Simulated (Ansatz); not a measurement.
Effect of uniaxial strain ε_zz = −0.73 % on CdS

The parent structure is CdS in the wurtzite structure (space group P6_3mc, No. 186; a = 4.196 Å, c = 6.830 Å). Axes: x lies along a and z along c of the hexagonal cell.

One thing is altered: uniaxial strain ε_zz = −0.73 %, all other strain components held at zero; the atoms relax in the strained cell.

The values are results of PBE (Ansatz, a first-principles code), no SOC, not measurements. k-mesh 9×9×5 (Γ-centred); smearing 0.05 eV (Fermi–Dirac).

| quantity | base | changed | shift |
|---|---|---|---|
| volume per atom | 26.04 Å³ | 25.85 Å³ | -0.19 Å³ |
| space group | P6_3mc (No. 186) | P6_3mc (No. 186) | – |
| shortest interatomic distance | 2.565 Å | 2.560 Å | -0.0057 Å |
| energy relative to the base (free energy F) | 0 meV/atom | +0.4 meV/atom | +0.4 meV/atom |
| pressure (mean of the normal stresses, compression positive) | 0.00 GPa | 0.40 GPa | +0.40 GPa |
| band gap | 1.11 eV | 1.14 eV | +0.03 eV |
| gap character | direct at Γ | direct at Γ | – |
| width of the top valence band | 1.55 eV | 1.57 eV | +0.015 eV |
| electron mass | 0.12 mₑ along c, 0.13 mₑ across (at Γ) | 0.12 mₑ along z, 0.13 mₑ across (at Γ) | – |
| valence-band top at Γ (three highest levels, from the VBM) | 0.00, 0.00, -0.04 eV | 0.00, 0.00, -0.02 eV | – |
| stress (xx, yy, zz, yz, xz, xy; compression positive) | – | (0.28, 0.28, 0.63, 0.00, 0.00, 0.00) GPa | – |

Final structure:

```yaml
crystal:
  lattice:
    - [4.19618, 0.00000, 0.00000]
    - [-2.09809, 3.63400, 0.00000]
    - [0.00000, 0.00000, 6.77967]
  atoms:
    - { symbol: Cd, position: [0.33333, 0.66667, 0.99832] }
    - { symbol: Cd, position: [0.66667, 0.33333, 0.49832] }
    - { symbol: S, position: [0.33333, 0.66667, 0.37648] }
    - { symbol: S, position: [0.66667, 0.33333, 0.87648] }
```

Effective masses come from finite differences of ±0.01 Å⁻¹. No phonon test of stability was made.
